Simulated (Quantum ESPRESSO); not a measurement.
```
CELL_PARAMETERS angstrom
      2.89595     0.00000     0.00000
      0.00000     2.89595     0.00000
      0.00000     0.00000     2.89595
ATOMIC_POSITIONS crystal
  Ti 0.00000 0.00000 0.00000
  Co 0.50000 0.50000 0.50000
```
Moments meant for the start (each program seeds them in its own way; μB, in the order of the atoms Ti Co): 1.0 3.0.

Method of the run: PBE, SSSP 1.1.2 efficiency (PBE) pseudopotentials (plane waves; Quantum ESPRESSO).

The set-up and first iterations of a Quantum ESPRESSO log for TiCo (Pm-3m, 2 atoms in the cell):

```
     Message from routine setup:
     using ibrav=0 with symmetry is DISCOURAGED, use correct ibrav instead
     G-vector sticks info
     --------------------
     sticks:   dense  smooth     PW     G-vecs:    dense   smooth      PW
     Sum         949     481    149                22119     7809    1419

     bravais-lattice index     =            0
     lattice parameter (alat)  =       5.4726  a.u.
     unit-cell volume          =     163.8970 (a.u.)^3
     number of atoms/cell      =            2
     number of atomic types    =            2
     number of electrons       =        29.00
     number of Kohn-Sham states=           19
     kinetic-energy cutoff     =      50.0000  Ry
     charge density cutoff     =     400.0000  Ry
     scf convergence threshold =      1.0E-10
     mixing beta               =       0.2000
     number of iterations used =            8  plain     mixing
     Exchange-correlation= SLA  PW   PBE  PBE
   [... lines left out ...]
     Co               17.00    58.93320     Co( 1.00)

     Starting magnetic structure
     atomic species   magnetization
     Ti              0.083
     Co              0.176

     48 Sym. Ops., with inversion, found

   Cartesian axes

     site n.     atom                  positions (alat units)
         1        Ti     tau(   1) = (   0.0000000   0.0000000   0.0000000  )
         2        Co     tau(   2) = (   0.5000000   0.5000000   0.5000000  )

   Crystallographic axes

     site n.     atom                  positions (cryst. coord.)
         1        Ti     tau(   1) = (  0.0000000  0.0000000  0.0000000  )
         2        Co     tau(   2) = (  0.5000000  0.5000000  0.5000000  )

     number of k points=    35  Gaussian smearing, width (Ry)=  0.0073
                       cart. coord. in units 2pi/alat
        k(    1) = (   0.0000000   0.0000000   0.0000000), wk =   0.0019531
        k(    2) = (   0.0000000   0.0000000   0.1250000), wk =   0.0117188
        k(    3) = (   0.0000000   0.0000000   0.2500000), wk =   0.0117188
   [... 32 lines left out ...]

     Dense  grid:    22119 G-vectors     FFT dimensions: (  36,  36,  36)

     Smooth grid:     7809 G-vectors     FFT dimensions: (  25,  25,  25)

     Initial potential from superposition of free atoms

     starting charge      26.9999, renormalised to      29.0000

     negative rho (up, down):  5.534E-04 4.720E-04
     Self-consistent Calculation

     iteration #  1     ecut=    50.00 Ry     beta= 0.20

---- Real-time Memory Report at c_bands before calling an iterative solver
           118 MiB given to the printing process from OS
            45 MiB allocation reported by mallinfo(arena+hblkhd)
------------------

     negative rho (up, down):  2.715E-04 2.545E-04

     total energy              =    -409.23259474 Ry
     estimated scf accuracy    <      40.99759050 Ry

     total magnetization       =     0.72 Bohr mag/cell
     absolute magnetization    =     0.73 Bohr mag/cell

     iteration #  2     ecut=    50.00 Ry     beta= 0.20

---- Real-time Memory Report at c_bands before calling an iterative solver
           148 MiB given to the printing process from OS
            56 MiB allocation reported by mallinfo(arena+hblkhd)
------------------

     negative rho (up, down):  3.059E-04 2.907E-04

     total energy              =    -417.88876576 Ry
     estimated scf accuracy    <      11.80265493 Ry

     total magnetization       =     0.34 Bohr mag/cell
     absolute magnetization    =     0.36 Bohr mag/cell

     iteration #  3     ecut=    50.00 Ry     beta= 0.20

---- Real-time Memory Report at c_bands before calling an iterative solver
           148 MiB given to the printing process from OS
            57 MiB allocation reported by mallinfo(arena+hblkhd)
------------------

     negative rho (up, down):  2.995E-04 2.843E-04

   [... lines left out ...]
```

Will this run converge, and how will it end?

The run converged in 44 iterations. Convergence of the loop says nothing yet on basis, mesh or lower states. It ends on: free energy E − TS -5684.2878 eV; Fermi level (on the code's own zero) 18.43 eV; pressure 15.76 GPa; size of the cell's spin moment 0.00 μB. The log goes on:

```
   [... 39 blocks of this kind left out ...]

     iteration # 43     ecut=    50.00 Ry     beta= 0.20

---- Real-time Memory Report at c_bands before calling an iterative solver
   [... lines left out ...]
     estimated scf accuracy    <          1.3E-10 Ry

     total magnetization       =     0.00 Bohr mag/cell
     absolute magnetization    =     0.00 Bohr mag/cell

     iteration # 44     ecut=    50.00 Ry     beta= 0.20

---- Real-time Memory Report at c_bands before calling an iterative solver
           151 MiB given to the printing process from OS
            60 MiB allocation reported by mallinfo(arena+hblkhd)
------------------

     negative rho (up, down):  3.289E-04 3.289E-04

     Magnetic moment per site  (integrated on atomic sphere of radius R)
     atom   1 (R=0.357)  charge=  9.9504  magn=  0.0000
     atom   2 (R=0.357)  charge= 15.8041  magn=  0.0000
     End of self-consistent calculation

     the Fermi energy is    18.4335 ev

!    total energy              =    -417.78744902 Ry
     estimated scf accuracy    <          4.5E-11 Ry
     smearing contrib. (-TS)   =      -0.00058565 Ry
     internal energy E=F+TS    =    -417.78686337 Ry

     total magnetization       =    -0.00 Bohr mag/cell
     absolute magnetization    =     0.00 Bohr mag/cell

     convergence has been achieved in  44 iterations

     negative rho (up, down):  3.289E-04 3.289E-04

     Forces acting on atoms (cartesian axes, Ry/au):

     atom    1 type  1   force =     0.00000000    0.00000000    0.00000000
     atom    2 type  2   force =     0.00000000    0.00000000    0.00000000

     Total force =     0.000000     Total SCF correction =     0.000000

     negative rho (up, down):  3.289E-04 3.289E-04
          total   stress  (Ry/bohr**3)                   (kbar)     P=      157.64
   0.00107163   0.00000000   0.00000000          157.64        0.00        0.00
   0.00000000   0.00107163   0.00000000            0.00      157.64        0.00
   0.00000000   0.00000000   0.00107163            0.00        0.00      157.64

   JOB DONE.
```

For comparison: a first run was changed to give this one (lattice scaled by 0.98), and from it to this one the free energy goes up by 43.5 meV/atom, the pressure goes from 5.28 to 15.76 GPa and the size of the net moment goes from 0.43 to 0.00 μB/atom.

The starting cell comes from a database of computed structures (which also holds hypothetical and non-ambient phases and stackings), without a prior relaxation at this level. Its lattice was rescaled by a random factor within 2.5 % of one. For this run, on top of that: lattice scaled by 0.98. The starting moments vanished: the run ended non-magnetic, which need not be the lowest state. With a pressure of about 16 GPa the cell is away from its equilibrium volume at this level.

The run was DFT, PBE, plane waves, SSSP 1.1.2 efficiency (PBE) pseudopotentials. Main settings of its input:

| key | value |
|---|---|
| ecutwfc | 50 Ry |
| ecutrho | 400 Ry |
| occupations | smearing |
| smearing | gaussian |
| degauss | 0.0073499 Ry |
| nspin | 2 |
| potentials | {Ti: ti_pbe_v1.4.uspp.F.UPF, Co: Co_pbe_v1.2.uspp.F.UPF} |
| K_POINTS | automatic 8 8 8 0 0 0 |
| conv_thr | 1e-10 Ry |
| mixing_beta | 0.2 |
